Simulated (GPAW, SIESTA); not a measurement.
A SIESTA input for a self-consistent single point of NiBi (P6_3/mmc, 4 atoms in the cell) (DFT, LDA PW92, numerical atomic orbitals TZP, PseudoDojo LDA standard norm-conserving potentials (rewritten from UPF to PSML)):

```
# files in the folder: Ni.psml Bi.psml (PseudoDojo LDA standard)
SystemName  NiBi
SystemLabel nibi

NumberOfAtoms                4
NumberOfSpecies              2
%block ChemicalSpeciesLabel
  1 28 Ni
  2 83 Bi
%endblock ChemicalSpeciesLabel
LatticeConstant              3.980697 Ang
%block LatticeVectors
     1.000000000    0.000000000    0.000000000
    -0.500000126    0.866025472    0.000000000
     0.000000000    0.000000000    1.273406140
%endblock LatticeVectors
AtomicCoordinatesFormat      Bohr
%block AtomicCoordinatesAndAtomicSpecies
     0.000000000    0.000000000    4.789552437  1
     0.000000000    0.000000000    0.000000000  1
    -0.000004391    4.343077836    2.394776218  2
     3.761217004    2.171535661    7.184328655  2
%endblock AtomicCoordinatesAndAtomicSpecies

XC.functional                LDA
XC.authors                   PW92
PAO.BasisSize                TZP
PAO.EnergyShift              0.01 Ry
MeshCutoff                   400 Ry
%block kgrid.MonkhorstPack
   10   0   0  0.0
    0  10   0  0.0
    0   0   7  0.0
%endblock kgrid.MonkhorstPack
OccupationFunction           FD
ElectronicTemperature        1160.45 K

MaxSCFIterations             150
SCF.Mixer.Method             Pulay
SCF.Mixer.Weight             0.1
SCF.Mixer.History            6
SCF.DM.Tolerance             1.0E-04
Diag.ParallelOverK           true
WriteForces                  true
Charge.Mulliken              end
```

Question: Give the GPAW input for the same structure, mesh, smearing and functional.

Answer: This is the input that was run; spellings and numerical settings could be chosen otherwise.

```python
from ase import Atoms
from ase.units import GPa
from gpaw import GPAW

atoms = Atoms(['Ni', 'Ni', 'Bi', 'Bi'],
              cell=[[3.980697, 0.000000, 0.000000],
                    [-1.990349, 3.447385, 0.000000],
                    [0.000000, 0.000000, 5.069044]],
              scaled_positions=[[0.000000, 0.000000, 0.500000],
                                [0.000000, 0.000000, 0.000000],
                                [0.333333, 0.666667, 0.250000],
                                [0.666667, 0.333333, 0.750000]],
              pbc=True)

calc = GPAW(mode={'name': 'pw', 'ecut': 850},
            xc='LDA',
            kpts={'size': (10, 10, 7), 'gamma': True},
            occupations={'name': 'fermi-dirac', 'width': 0.1},
            nbands=-12,
            convergence={'forces': 0.001},
            symmetry={'symmorphic': False, 'tolerance': 0.0005},
            maxiter=150)

atoms.calc = calc

energy = atoms.get_potential_energy()
print('Energy (eV):', round(energy, 6))
forces = atoms.get_forces()
print('Forces (eV/Ang):')
print(forces.round(5))
stress = atoms.get_stress()
print('Stress (GPa, Voigt):', (stress / GPa).round(4))
```

Basis, cutoffs, solver keys and any potentials are the target program's own. This input uses DFT LDA (Perdew-Wang 92), plane waves, GPAW PAW datasets LDA (gpaw-data 1.0.1). LDA parametrisations can differ slightly between programs. Both were run: pressure 6.23 GPa in SIESTA and 6.57 in GPAW.

On SIESTA: the starting cell comes from a database of computed structures (which also holds hypothetical and non-ambient phases and stackings), without a prior relaxation at this level. Its lattice was rescaled by a random factor within 2.5 % of one. For this run, on top of that: lattice scaled by 0.98. Spin polarisation is off. Values carry the incompleteness of an atom-centred basis. With a pressure of about 6 GPa the cell is away from its equilibrium volume at this level.

On GPAW: the starting cell comes from a database of computed structures (which also holds hypothetical and non-ambient phases and stackings), without a prior relaxation at this level. Its lattice was rescaled by a random factor within 2.5 % of one. For this run, on top of that: lattice scaled by 0.98. Spin polarisation is off. With a pressure of about 7 GPa the cell is away from its equilibrium volume at this level.
